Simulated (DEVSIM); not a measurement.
Structure: illuminated GaSb p-on-n cell, one wavelength, at 250 K.

Layer 1 from the left is GaSb, thickness (μm) 0.0580, Na (cm⁻³) 5.9e17, τn (s) 5.5e-9, τp (s) 5.3e-10, absorption coefficient (cm⁻¹) 7400. Layer 2 from the left is GaSb, thickness (μm) 2.60, Nd (cm⁻³) 4.8e16, τn (s) 2.5e-8, τp (s) 2.5e-8, absorption coefficient (cm⁻¹) 7400.

Left contact: ohmic, minority electron recombination velocity 60000 cm/s. Right contact: ohmic, minority hole recombination velocity 6000 cm/s. Voltage is applied to the left contact. Recombination: SRH at mid-gap, radiative, Auger. Light enters at the left, 2.3e16 photons cm⁻² s⁻¹, one pass, no reflection. Mobility is μmin + (μ − μmin)/(1 + (N/Nref)^α).

The device is made up for the run: typed textbook-type constants, with dimensions and the other settings drawn at random. Values at 300 K; Nc and Nv go as T^1.5, mobilities as T to minus their exponent, the gap by Varshni's rule with the affinity fixed.

GaSb: gap (eV) 0.726, affinity (eV) 4.06, permittivity 15.7, Nc (cm⁻³) 2.1e17, Nv (cm⁻³) 1.8e19, μn (cm²/Vs) 5000, μp (cm²/Vs) 850, μn,min 1000, μp,min 190, Nref,n 2.8e17, Nref,p 9e17, αn 1.05, αp 0.65, T exponent of μn 2, T exponent of μp 1.7, B (cm³/s) 1e-10, Cn (cm⁶/s) 5e-30, Cp (cm⁶/s) 5e-30, Varshni α (eV/K) 0.00042, Varshni β (K) 140.

Model (solved in DEVSIM): 1D drift-diffusion, Boltzmann statistics, complete ionisation; no tunnelling, impact ionisation, image-force lowering or self-heating.

**Question.** What does the simulation give for the dark forward voltage at 100 A/cm², the dark forward voltage at 1 A/cm², the share of generated pairs collected at short circuit, the open-circuit voltage?

**Answer.** dark forward voltage at 100 A/cm² 0.593 V; dark forward voltage at 1 A/cm² 0.487 V; share of generated pairs collected at short circuit 0.958; open-circuit voltage 0.352 V.
